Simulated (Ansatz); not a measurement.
# Mo, response to strain

Start from Mo in the bcc (W type) structure (space group Im-3m, No. 229; a = 3.151 Å; relaxed with 0.1 eV smearing).

Strains are applied to the cell and any free atomic positions relax.

Level of theory: Ansatz (a first-principles code), r2SCAN, PAW, cutoff 500 eV, without spin-orbit coupling.

Notes on the quantities. energy relative to the base: free energy F.

```
case                      energy relative to the base  pressure  volume per atom
------------------------  ---------------------------  --------  ---------------
base                                       0 meV/atom   0.0 GPa         15.64 Å³
isotropic strain −3.00 %                +118 meV/atom  30.0 GPa         14.28 Å³
isotropic strain −2.50 %                 +81 meV/atom  24.2 GPa         14.50 Å³
isotropic strain −2.00 %                 +51 meV/atom  18.7 GPa         14.72 Å³
isotropic strain −1.50 %                 +28 meV/atom  13.5 GPa         14.95 Å³
isotropic strain −1.00 %                 +12 meV/atom   8.7 GPa         15.18 Å³
isotropic strain −0.50 %                +3.0 meV/atom   4.2 GPa         15.41 Å³
```

Stability against distortions was not tested. The final runs are not spin-polarised.
